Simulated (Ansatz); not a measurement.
Start from CsSnI3 in the cubic perovskite structure (space group Pm-3m, No. 221; a = 6.271 Å).

All numbers come from PBE, PAW, 420 eV (Ansatz, a first-principles code; without spin-orbit coupling).

Strains are applied to the cell and any free atomic positions relax.

One change was made to it. Results:

```tsv
quantity	base	after
mean gap deformation potential ΔEg/Δln V	–	+4.4 eV
gap character	direct at R	direct at R
pressure	0.11 GPa	0.73 GPa
```

Question: Which change produced these results?
A) isotropic strain −1.20 %
B) isotropic strain −1.80 %
C) isotropic strain −0.60 %

Answer: A, isotropic strain −1.20 %. For comparison, the pressure in the other runs: isotropic strain −1.80 % gives 1.09 GPa; isotropic strain −0.60 % gives 0.41 GPa.

With I present, leaving out spin-orbit coupling can change the band edges. Whether these cells are dynamically stable was not tested. Many cubic perovskites are stable only at high temperature; tilts and polar distortions were not tested.
